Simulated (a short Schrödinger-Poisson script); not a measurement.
Solved with a short Schrödinger-Poisson script written for these runs: one-band effective-mass equation with BenDaniel-Duke matching, electrons, heavy and light holes apart, hard walls at the outer ends, one valence edge for both holes (no strain splitting), no charge, excitons, band mixing or non-parabolicity; under a field the levels are quasi-bound states of a box, listed while three quarters of their weight lies within 4 nm of the wells.

Stack: single GaN/Al0.3Ga0.7N quantum well.

From the first side: 12 nm Al0.3Ga0.7N; 4 nm GaN, built-in field 2700 kV/cm; 12 nm Al0.3Ga0.7N.

The device is made up for the run: typed textbook-type constants, with dimensions and the other settings drawn at random. GaN: direct gap (eV) 3.43, conduction-band edge (eV) 0, electron mass (mₑ) 0.2, heavy-hole mass 1.9, light-hole mass 0.33. Al0.3Ga0.7N: direct gap (eV) 4.021, conduction-band edge (eV) 0.414, electron mass (mₑ) 0.236, heavy-hole mass 2.2, light-hole mass 0.4.

The valence-band edge of each layer lies one gap below its conduction-band edge. The electron's potential energy rises along the stack by the applied field and, inside the well alone, by the built-in field (unscreened; none in the barriers). Mesh 0.03 nm at interfaces.

### Question
Give the squared e1-hh1 overlap at zero applied field; the e1-hh1 transition at zero applied field (eV).

### Answer
squared e1-hh1 overlap at zero applied field: 0.0005; e1-hh1 transition at zero applied field (eV): 2.844. Excitons, screening of the built-in field, fields in the barriers and alloy fluctuations are left out, and strain enters only through the typed gaps and offsets, so measured lines lie elsewhere.
